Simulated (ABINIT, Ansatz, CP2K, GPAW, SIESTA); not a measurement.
## Code comparison for MgI2 (P-3m1, 3 atoms in the cell)

Band-structure calculation.

```
MgI2
1.0
    2.08164    -3.60551     0.00000
    2.08164     3.60551     0.00000
    0.00000     0.00000     6.88195
Mg I
1 2
Direct
  0.00000   0.00000   0.00000
  0.33333   0.66667   0.24200
  0.66667   0.33333   0.75800
```

Shared settings, as Ansatz (an electronic-structure program) writes them: kpoints.mp_grid.grid = 5 5 3; scf.occupations.method = fermi_dirac; scf.occupations.width = 0.01 eV. Potentials and cutoffs stand in the table.

```csv
code,model,gap along the path (eV),smallest direct gap (eV),cutoff
ABINIT,"PBE, PAW (JTH v2.0 PBE PAW)",3.54,3.68,20 Ha
CP2K,"PBE, GPW, DZVP-MOLOPT-SR-GTH basis, GTH-PBE potentials (GTH_POTENTIALS)",3.49,3.59,grid 1000 Ry
Ansatz,"PBE, default PAW files",3.54,3.68,420 eV
GPAW,"PBE, GPAW PAW datasets PBE (gpaw-data 1.0.1)",3.52,3.69,800 eV
SIESTA,"GGA PBE, numerical atomic orbitals DZP, PseudoDojo PBE standard norm-conserving potentials (rewritten from UPF to PSML)",3.57,3.98,grid 300 Ry
```

On Ansatz's run: spin-orbit coupling is off.

The spread over the programs that give each value: gap along the path within 0.08 eV; smallest direct gap within 0.39 eV.

CP2K and SIESTA use small atom-centred bases, whose incompleteness enters pressures, forces and empty levels differently from a plane-wave cutoff.

The starting cell has typed, rounded lattice constants, without a prior relaxation at this level. Its lattice was rescaled by a random factor within 2.5 % of one.

Left out of this page: Quantum ESPRESSO, Elk and FLEUR (not drawn, or without a comparable value).

Keys are those of Ansatz 0.2.
